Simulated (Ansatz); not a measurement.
Ansatz (an electronic-structure program) run on MoPd (Cm, 2 atoms in the cell): self-consistent single point.

Level of theory: PBEsol, PAW files made with PBE (plane waves; Ansatz).

The change in words: atoms moved at random. Reference geometry:
```yaml
crystal:
  lattice:
    - [1.38767, 0.80117, 4.64477]
    - [-1.38767, 0.80117, 4.64477]
    - [0.00000, -1.60234, 4.64477]
  atoms:
    - { symbol: Mo, position: [0.00000, 0.00000, 0.00000] }
    - { symbol: Pd, position: [0.50000, 0.50000, 0.50000] }
```

Reference input (self-consistent single point, DFT, PBEsol, plane waves, PAW files made with PBE): kpoints.mp_grid.grid = 14 14 14; hamiltonian.xc = pbesol; hamiltonian.pseudopotentials = {kind: paw} (the program's default PAW files); scf.occupations.method = gaussian; scf.occupations.width = 0.0037 Ry. This run's input differs from it in these lines:

Ansatz 0.2 input:
```diff
@@ -6,4 +6,4 @@
   atoms:
-    - { symbol: Mo, position: [0.000000, 0.000000, 0.000000] }
-    - { symbol: Pd, position: [0.500000, 0.500000, 0.500000] }
+    - { symbol: Mo, position: [0.003368, 0.003441, -0.007310] }
+    - { symbol: Pd, position: [0.496632, 0.496559, 0.507310] }
 kpoints:
```

The program printed (abridged):

```
SCF iter   1: F=—  HF=-11809.338975 eV  |F-HF|=—  |Δ(HF+E_count)|=         —  Δρ=3.02e-1  dr2=5.57e1  ethr=3.10e-3  ⟨swp⟩=5.1  Hψ=108174  notcnv=0
all-band conjugate gradients solve this SCF's bands
preconditioner: auto → Kerker (q_TF=auto, 2.743 Å⁻¹)
SCF iter   2: F=—  HF=-11805.369329 eV  |F-HF|=—  |Δ(HF+E_count)|=    3.97e0  Δρ=1.43e-1  dr2=1.51e1  ethr=3.10e-3  ⟨swp⟩=2.0  Hψ=65396  notcnv=0  defer=405
   [... lines left out ...]
SCF iter   6: F=—  HF=-11804.013991 eV  |F-HF|=—  |Δ(HF+E_count)|=   8.03e-4  Δρ=4.60e-4  dr2=3.85e-5  ethr=1.71e-5  ⟨swp⟩=1.5  Hψ=28903  notcnv=0  defer=246
SCF iter   7: F=—  HF=-11804.013991 eV  |F-HF|=—  |Δ(HF+E_count)|=   1.57e-7  Δρ=1.23e-4  dr2=4.72e-6  ethr=1.20e-7  ⟨swp⟩=2.1  Hψ=38998  notcnv=0  defer=234
SCF iter   8: F=—  HF=-11804.013990 eV  |F-HF|=—  |Δ(HF+E_count)|=   5.27e-7  Δρ=2.35e-5  dr2=1.37e-7  ethr=1.47e-8  ⟨swp⟩=2.4  Hψ=39730  notcnv=0  defer=234
SCF iter   9: F=-11804.013990 eV  HF=-11804.013990 eV  |F-HF|=1.04e-8  |Δ(HF+E_count)|=   1.63e-8  Δρ=5.73e-6  dr2=1.32e-8  ethr=3.13e-10  ⟨swp⟩=5.3  Hψ=100068  notcnv=0
SCF 1 converged in 9 iterations: F = -11804.013990 eV  dr2 = 1.32e-8
Free energy (F): -11804.013990 eV
Internal energy: -11804.011668 eV  (E = F + TS)
E sigma→0 (E₀):  -11804.012829 eV
Entropy (-TS):   -0.002323 eV (-1.161 meV/atom)
Fermi energy:    19.959384 eV
--- Forces (eV/Å), atoms counted from 1 ---
  atom   1  Mo     0.00030986    -0.05241411     0.02647236
  atom   2  Pd    -0.00030986     0.05241373    -0.02647143
--- Stress (GPa, compression-positive) ---
      -10.238986      -0.000181       0.000364
       -0.000181     -10.235184       0.008327
        0.000364       0.008327     -10.073318
  P = ⅓ Tr σ = -10.1825 GPa (-101.825 kbar)
  The stress holds the Pulay correction. Without it, at fixed plane waves, as pw.x and ABINIT print it: P = -10.2098 GPa
```

The run converged in 9 iterations. Against the reference run the free energy stays essentially unchanged (within 1 meV/atom), the pressure hardly changes (-10.20 to -10.18 GPa) and the largest force goes from 0.000 to 0.059 eV/Å.

The starting cell comes from a database of computed structures (which also holds hypothetical and non-ambient phases and stackings), without a prior relaxation at this level. For this run, on top of that: atoms moved at random. Spin polarisation is off. With a pressure of about -10 GPa the cell is away from its equilibrium volume at this level. Ansatz's pressure includes its estimate of the finite-basis (Pulay) stress.

Cost on one core of a shared machine: roughly 50 s.
